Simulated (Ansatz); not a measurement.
Data:

```
GaN
1.0
    0.00000     2.24895     2.18148
    2.24895     0.00000     2.18148
    2.24895     2.24895     0.00000
Ga N
1 1
Direct
  0.00000   0.00000   0.00000
  0.25000   0.25000   0.25000
```

No spin polarisation.

The values are results of r2SCAN, PAW, 500 eV (Ansatz, a program for electronic structure; no spin-orbit coupling), not measurements. Settings: 13×13×13 k-points, 0.05 eV Fermi–Dirac smearing.

Predict the stress, electron mass, band gap and gap character.

The stress (xx, yy, zz, yz, xz, xy; compression positive) comes out as (5.11, 5.11, 8.73, 0.00, 0.00, 0.00) GPa. The electron mass is 0.18 mₑ (at Γ), the band gap is 2.28 eV and the gap character is direct at Γ.

The cells carry an imposed strain or load. Masses are band curvatures over ±0.01 Å⁻¹ around the edge. Whether these cells are dynamically stable was not tested. The cell was made from GaN in the zinc blende structure (space group F-43m, No. 216) by this change: uniaxial strain ε_zz = −3.00 %. This is not the structure that GaN has at room temperature and ambient pressure.
